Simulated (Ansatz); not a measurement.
Ansatz (a first-principles code) run on the (001) slab of SnO (cut from a parent of space group no. 129; 8 atoms in the cell): self-consistent single point.

Method: PBEsol, default PAW files made with PBE (plane waves; Ansatz).

```
CELL_PARAMETERS angstrom
      3.78100     0.00000     0.00000
      0.00000     3.78100     0.00000
      0.00000     0.00000    21.10821
ATOMIC_POSITIONS crystal
  Sn 0.50000 0.00000 0.33162
  Sn 0.00000 0.50000 0.44023
  O  0.50000 0.50000 0.38593
  O  0.00000 0.00000 0.38593
  Sn 0.50000 0.00000 0.55977
  Sn 0.00000 0.50000 0.66838
  O  0.50000 0.50000 0.61407
  O  0.00000 0.00000 0.61407
```

Reference input (self-consistent single point, DFT, PBEsol, plane waves, default PAW files made with PBE): basis.ecutwfc = 420 eV; kpoints.mp_grid.grid = 6 6 1; hamiltonian.xc = pbesol; hamiltonian.pseudopotentials = {kind: paw} (the program's default PAW files); scf.occupations.method = fermi_dirac; scf.occupations.width = 0.02 eV. This run's input differs from it in these lines:

Ansatz 0.2 input:
```diff
@@ -16,3 +16,3 @@
 basis:
-  ecutwfc: 420.0 eV
+  ecutwfc: 355.0 eV
 kpoints:
```

Output, abridged:

```
SCF iter   1: F=—  HF=-26042.208155 eV  |F-HF|=—  |Δ(HF+E_count)|=         —  Δρ=1.08e-2  dr2=2.57e-1  ethr=1.77e-3  ⟨swp⟩=8.2  Hψ=2037  notcnv=0
all-band conjugate gradients solve this SCF's bands
preconditioner: auto → Resta (q_TF=auto, 2.187 Å⁻¹)
SCF iter   2: F=—  HF=-26042.168628 eV  |F-HF|=—  |Δ(HF+E_count)|=   3.95e-2  Δρ=5.27e-3  dr2=9.41e-2  ethr=3.21e-4  ⟨swp⟩=2.9  Hψ=868  notcnv=0  defer=28
   [... lines left out ...]
SCF iter   5: F=—  HF=-26042.151136 eV  |F-HF|=—  |Δ(HF+E_count)|=   2.71e-4  Δρ=6.31e-5  dr2=1.04e-5  ethr=9.75e-8  ⟨swp⟩=2.7  Hψ=956  notcnv=0  defer=28
SCF iter   6: F=—  HF=-26042.151146 eV  |F-HF|=—  |Δ(HF+E_count)|=   9.74e-6  Δρ=1.26e-5  dr2=4.84e-7  ethr=1.30e-8  ⟨swp⟩=2.1  Hψ=793  notcnv=0  defer=28
SCF iter   7: F=—  HF=-26042.151147 eV  |F-HF|=—  |Δ(HF+E_count)|=   6.44e-7  Δρ=3.74e-6  dr2=1.29e-7  ethr=1.25e-10  ⟨swp⟩=15.2  Hψ=2585  notcnv=0
SCF iter   8: F=-26042.151147 eV  HF=-26042.151147 eV  |F-HF|=1.33e-8  |Δ(HF+E_count)|=   4.67e-8  Δρ=1.45e-6  dr2=1.90e-8  ethr=1.25e-10  ⟨swp⟩=6.5  Hψ=1829  notcnv=0
SCF 1 converged in 8 iterations: F = -26042.151147 eV  dr2 = 1.90e-8
Free energy (F): -26042.151147 eV
Internal energy: -26042.151147 eV  (E = F + TS)
E sigma→0 (E₀):  -26042.151147 eV
Fermi energy:    2.476656 eV
--- Forces (eV/Å), atoms counted from 1 ---
  atom   1  Sn     0.00000000     0.00000000    -0.39450052
  atom   2  Sn     0.00000000     0.00000000     0.40807179
  atom   3  O      0.00000000     0.00000000     0.02610395
  atom   4  O      0.00000000     0.00000000     0.02610395
  atom   5  Sn     0.00000000     0.00000000    -0.40807179
  atom   6  Sn     0.00000000     0.00000000     0.39450052
  atom   7  O      0.00000000     0.00000000    -0.02610395
  atom   8  O      0.00000000     0.00000000    -0.02610395
--- Stress (GPa, compression-positive) ---
        0.773403       0.000000       0.000000
        0.000000       0.773403       0.000000
        0.000000       0.000000       0.807819
  P = ⅓ Tr σ = 0.7849 GPa (7.849 kbar)
  The stress holds the Pulay correction. Without it, at fixed plane waves, as pw.x and ABINIT print it: P = -0.7269 GPa
```

The run converged in 8 iterations. Against the reference run the free energy goes up by 43.3 meV/atom, the largest force hardly changes (0.417 to 0.408 eV/Å) and the gap on the mesh moves little (1.051 to 1.049 eV).

The starting cell has typed, rounded lattice constants, without a prior relaxation at this level. The slab is cut from that crystal, and its faces are unrelaxed. Its lattice was rescaled by up to half a per cent. Spin polarisation is off, though cut faces can carry moments; a gap of a slab can lie between surface states. The cutoff lies below the one recommended for these files.
